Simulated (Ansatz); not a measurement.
## hypothetical P6_422 BP with two functionals, isotropic strain −0.70 %

Take BP (space group P6_422, No. 181; a = 3.279 Å, c = 6.995 Å; a hypothetical phase, not in the database extracts checked) as the base.

(Cell as relaxed with PBE.)

Levels (all Ansatz, a first-principles code, PAW): PBE (420 eV, spin-orbit coupling left out); PBEsol (420 eV, no spin-orbit coupling).

Each level relaxes its own structure.

```
base                      PBE    PBEsol
-------------------  --------  --------
volume per atom      10.86 Å³  10.64 Å³
lattice parameter a   3.279 Å   3.260 Å
band gap                 zero      zero
```

Modification: an isotropic linear strain of −0.70 %; the atoms relax in the strained cell.

```json
[
 {"quantity": "pressure (mean of the normal stresses, compression positive)", "PBE": "3.8 GPa", "PBEsol": "?"},
 {"quantity": "energy relative to the base (free energy F)", "PBE": "+2.6 meV/atom", "PBEsol": "?"},
 {"quantity": "band gap", "PBE": "zero", "PBEsol": "?"}
]
```

Question: Predict the PBEsol column.

Answer: 
- pressure (mean of the normal stresses, compression positive), PBEsol: 4.0 GPa
- energy relative to the base (free energy F), PBEsol: +2.7 meV/atom
- band gap, PBEsol: zero

PBE's pressure lies 0.2 GPa below PBEsol's; the two agree on the band gap. Neither level is exact; PBEsol is the comparison here, not a measurement.

A case with no gap was solved on a k-mesh chosen for an insulator, which is coarse for it. No phonon test of stability was made. The base started in P3_121 and relaxed to P6_422 at this level. The final runs are not spin-polarised. Gaps under 0.05 eV, about the width of the smearing, are given as zero. A zero or small gap of BP can be the functional's error rather than a property of the material.
